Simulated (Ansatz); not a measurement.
Take Ti3O5 (space group C2/m, No. 12; a = 9.630 Å, b = 3.848 Å, c = 9.180 Å, α = 90.00°, β = 91.12°, γ = 90.00°) as the base.

The values are results of Ansatz (a program for electronic structure), PBEsol, PAW, cutoff 420 eV, without spin-orbit coupling, not measurements.

Base values:

| Item | Value |
|---|---|
| Pressure | 0.0 GPa |
| Band gap | zero |

The change: the cell is scaled by 1.0113 in all directions; the atoms relax in the strained cell.

Q: Predict the new pressure.

A: The pressure (mean of the normal stresses, compression positive) goes from zero to -6.0 GPa.

Q: What does the calculation give for the energy relative to the base after the change?

A: The energy increases by 7.1 meV/atom.

Q: What happens to the largest internal atomic displacement?

A: The largest internal atomic displacement amounts to 0.042 Å.

Q: What happens to the band gap?

A: The band gap is still zero.

Stability against distortions was not tested. No Hubbard U is applied, and correlation can decide whether such a compound is a metal. The final runs are not spin-polarised.
